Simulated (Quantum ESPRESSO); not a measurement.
Input and output of a self-consistent single point for BaSn (P1, 4 atoms in the cell) (Quantum ESPRESSO).

Method: PBEsol, GBRV 1.5 ultrasoft (PBESOL) pseudopotentials (plane waves; Quantum ESPRESSO 7.5).

The change in words: atoms moved at random. Reference geometry:
```yaml
crystal:
  lattice:
    - [2.68307, 6.36291, 0.00000]
    - [-2.68307, 6.36291, 0.00000]
    - [0.00000, 0.00000, 4.71514]
  atoms:
    - { symbol: Ba, position: [0.86442, 0.86442, 0.75000] }
    - { symbol: Ba, position: [0.13558, 0.13558, 0.25000] }
    - { symbol: Sn, position: [0.57206, 0.57206, 0.75000] }
    - { symbol: Sn, position: [0.42794, 0.42794, 0.25000] }
```

Reference input (self-consistent single point, DFT, PBEsol, plane waves, GBRV 1.5 ultrasoft (PBESOL) pseudopotentials): ecutwfc = 40 Ry; ecutrho = 200 Ry; occupations = smearing; smearing = fd; degauss = 0.0036749 Ry; potentials = {Ba: ba_pbesol_v1.uspp.F.UPF, Sn: sn_pbesol_v1.4.uspp.F.UPF}; K_POINTS = automatic 5 5 5 0 0 0; conv_thr = 1e-10 Ry. This run's input differs from it in these lines:

```diff
@@ -9,6 +9,3 @@
 &system
- ibrav = 9,
- A = 5.36613000,
- B = 12.72582000,
- C = 4.71514000,
+ ibrav = 0,
  nat = 4,
@@ -27,7 +24,11 @@
 Sn   118.7100  sn_pbesol_v1.4.uspp.F.UPF
+CELL_PARAMETERS angstrom
+   2.68306500    -6.36291000     0.00000000
+   2.68306500     6.36291000     0.00000000
+   0.00000000     0.00000000     4.71514000
 ATOMIC_POSITIONS crystal
-Ba   -0.13558000    0.86442000   -0.25000000
-Ba   -0.86442000    0.13558000   -0.75000000
-Sn   -0.42794000    0.57206000   -0.25000000
-Sn   -0.57206000    0.42794000   -0.75000000
+Ba    0.13969000    0.87009200    0.24526300
+Ba    0.86720200    0.12813700    0.73864200
+Sn    0.42692400    0.57523400    0.25410700
+Sn    0.56618300    0.42653700    0.76198800
 K_POINTS automatic
```

Output (repeated stretches shortened):

```
     Self-consistent Calculation

     iteration #  1     ecut=    40.00 Ry     beta= 0.70

     negative rho (up, down):  1.794E-01 0.000E+00

     total energy              =    -458.09092448 Ry
     estimated scf accuracy    <       0.85624137 Ry

     iteration #  2     ecut=    40.00 Ry     beta= 0.70

     negative rho (up, down):  1.779E-01 0.000E+00

     total energy              =    -458.35610876 Ry
     estimated scf accuracy    <       0.10570600 Ry

     iteration #  3     ecut=    40.00 Ry     beta= 0.70

     negative rho (up, down):  1.777E-01 0.000E+00

     total energy              =    -458.37572521 Ry
     estimated scf accuracy    <       0.00402833 Ry

   [... 7 blocks of this kind left out ...]

     iteration # 11     ecut=    40.00 Ry     beta= 0.70

     negative rho (up, down):  1.770E-01 0.000E+00

     total energy              =    -458.37702589 Ry
     estimated scf accuracy    <          1.3E-10 Ry

     iteration # 12     ecut=    40.00 Ry     beta= 0.70

     negative rho (up, down):  1.770E-01 0.000E+00
     End of self-consistent calculation

     the Fermi energy is     8.1339 ev

!    total energy              =    -458.37702589 Ry
     estimated scf accuracy    <          6.3E-11 Ry
     smearing contrib. (-TS)   =      -0.00086484 Ry
     internal energy E=F+TS    =    -458.37616105 Ry

     convergence has been achieved in  12 iterations

     negative rho (up, down):  1.770E-01 0.000E+00

     Forces acting on atoms (cartesian axes, Ry/au):

     atom    1 type  1   force =    -0.00355663    0.00071336    0.00401933
     atom    2 type  1   force =     0.00168358    0.00516934    0.00551037
     atom    3 type  2   force =    -0.00095006   -0.00330414   -0.00012961
     atom    4 type  2   force =     0.00282311   -0.00257856   -0.00940008

     Total force =     0.014285     Total SCF correction =     0.000029

     negative rho (up, down):  1.770E-01 0.000E+00
          total   stress  (Ry/bohr**3)                   (kbar)     P=      -13.55
  -0.00011020   0.00000324  -0.00000112          -16.21        0.48       -0.16
   0.00000324  -0.00009015   0.00001476            0.48      -13.26        2.17
  -0.00000112   0.00001476  -0.00007602           -0.16        2.17      -11.18

   JOB DONE.
```

The run converged in 12 iterations. Against the reference run the free energy goes up by 4.5 meV/atom, the pressure goes from -1.52 to -1.36 GPa and the largest force goes from 0.057 to 0.261 eV/Å. The full log also holds: “c_bands:  1 eigenvalues not converged”.

The starting cell comes from a database of computed structures (which also holds hypothetical and non-ambient phases and stackings), without a prior relaxation at this level. For this run, on top of that: atoms moved at random.

Cost on one core of a shared machine: roughly 3 min.
